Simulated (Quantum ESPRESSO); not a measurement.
A self-consistent single point of Ti3NbAl2 (P-3m1, 6 atoms in the cell) with Quantum ESPRESSO.

Level of theory: PBEsol-D3(BJ) with three-body term, PseudoDojo standard norm-conserving (PBESOL) pseudopotentials (plane waves; Quantum ESPRESSO).

```xyz
6
Lattice="4.5845 0.0000 0.0000 -2.2923 3.9703 0.0000 0.0000 0.0000 5.4676" Properties=species:S:1:pos:R:3 pbc="T T T"
Ti     0.0000     2.6469     3.9820
Ti     2.2923     1.3234     1.4855
Ti     0.0000     0.0000     0.0000
Al     0.0000     2.6469     1.2767
Al     2.2923     1.3234     4.1908
Nb     0.0000     0.0000     2.7338
```

Reference input (self-consistent single point, DFT, PBEsol, plane waves, PseudoDojo standard norm-conserving (PBESOL) pseudopotentials): ecutwfc = 85 Ry; occupations = smearing; smearing = marzari-vanderbilt; degauss = 0.0036749 Ry; potentials = {Ti: Ti.upf, Al: Al.upf, Nb: Nb.upf}; K_POINTS = automatic 6 6 4 0 0 0; conv_thr = 1e-11 Ry; mixing_beta = 0.4. This run's input differs from it in these lines:

```diff
@@ -19,2 +19,5 @@
     degauss = 0.0036749,
+    vdw_corr = 'grimme-d3',
+    dftd3_version = 4,
+    dftd3_threebody = .true.,
 /
```

Log, with long lists cut:

```
     Self-consistent Calculation

     iteration #  1     ecut=    85.00 Ry     beta= 0.40

---- Real-time Memory Report at c_bands before calling an iterative solver
           216 MiB given to the printing process from OS
           176 MiB allocation reported by mallinfo(arena+hblkhd)
------------------

     Threshold (ethr) on eigenvalues was too large:
     Diagonalizing with lowered threshold

---- Real-time Memory Report at c_bands before calling an iterative solver
           229 MiB given to the printing process from OS
           184 MiB allocation reported by mallinfo(arena+hblkhd)
------------------

   [... lines left out ...]

---- Real-time Memory Report at c_bands before calling an iterative solver
           251 MiB given to the printing process from OS
           222 MiB allocation reported by mallinfo(arena+hblkhd)
------------------

     total energy              =    -489.94632578 Ry
     estimated scf accuracy    <          3.0E-11 Ry

     iteration # 21     ecut=    85.00 Ry     beta= 0.40

---- Real-time Memory Report at c_bands before calling an iterative solver
           251 MiB given to the printing process from OS
           222 MiB allocation reported by mallinfo(arena+hblkhd)
------------------
     End of self-consistent calculation

     the Fermi energy is    12.4003 ev

!    total energy              =    -489.94632578 Ry
     estimated scf accuracy    <          2.0E-12 Ry
     smearing contrib. (-TS)   =      -0.00027517 Ry
     internal energy E=F+TS    =    -489.94605061 Ry

     DFT-D3 Dispersion         =      -0.21505847 Ry

     convergence has been achieved in  21 iterations

     Forces acting on atoms (cartesian axes, Ry/au):

     atom    1 type  1   force =     0.00000000    0.00000000   -0.00268422
     atom    2 type  1   force =     0.00000000    0.00000000    0.00268422
     atom    3 type  1   force =     0.00000000    0.00000000    0.00000000
     atom    4 type  2   force =     0.00000000    0.00000000    0.00162564
     atom    5 type  2   force =     0.00000000    0.00000000   -0.00162564
   [... lines left out ...]
     Total force =     0.004438     Total SCF correction =     0.000001
   [... lines left out ...]

     DFT-D3 dispersion Force =     0.000073

          total   stress  (Ry/bohr**3)                   (kbar)     P=      -73.53
  -0.00048777   0.00000000   0.00000000          -71.75        0.00        0.00
   0.00000000  -0.00048777   0.00000000            0.00      -71.75        0.00
  -0.00000000  -0.00000000  -0.00052407           -0.00       -0.00      -77.09

   JOB DONE.
```

The run converged in 21 iterations. Against the reference run the pressure goes from -3.06 to -7.35 GPa and the largest force hardly changes (0.070 to 0.069 eV/Å).

The starting cell comes from a database of computed structures (which also holds hypothetical and non-ambient phases and stackings), without a prior relaxation at this level. Spin polarisation is off. With a pressure of about -7 GPa the cell is away from its equilibrium volume at this level.

Cost on one core of a shared machine: roughly 5 min.
